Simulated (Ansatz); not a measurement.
The starting structures come from a database of crystals and need not be the phases stable at ambient conditions.

 Where the default PAW files enter, the runs use the earlier of Ansatz's two default sets.

Inside the gap of an insulator the Bloch states are evanescent, with a wavenumber k + iκ along the transport direction.

Here is the system:

```
CELL_PARAMETERS angstrom
      4.46564    -0.01344     0.03046
     -2.21613     5.43253    -0.06198
     -0.03338    -1.80254     4.08575
ATOMIC_POSITIONS crystal
  Li 0.37501 0.25002 0.62501
  Li 0.62499 0.74998 0.37499
  Al 0.87500 0.25000 0.12500
  Al 0.12500 0.75000 0.87500
  H  0.21837 0.42261 0.03120
  H  0.78163 0.57739 0.96880
  H  0.70424 0.42261 0.39141
  H  0.29576 0.57739 0.60859
  H  0.03119 0.92261 0.70424
  H  0.96881 0.07739 0.29576
  H  0.39142 0.92261 0.21836
  H  0.60858 0.07739 0.78164
```

Space group of this cell: I4_1/a. The cell was relaxed by PBE-D3(BJ); by r2SCAN its mean pressure is 1.5 GPa.

Transport runs along the normal of the first two printed cell vectors, the (110) plane of the conventional cell.

No gap correction and no spin-orbit coupling; mid-gap values are interpolated between computed energies.

### Question
Predict the band gap and the smallest decay constant κ at mid-gap from r2SCAN (Ansatz, a first-principles code).

### Answer
Gap 4.32 eV on a 8×8×8 mesh; κ = 0.342 1/Å, at (0.250, 0.167) of the in-plane reciprocal vectors. At the zone centre, at the nearest computed energy, the slowest state has κ = 0.35 1/Å.
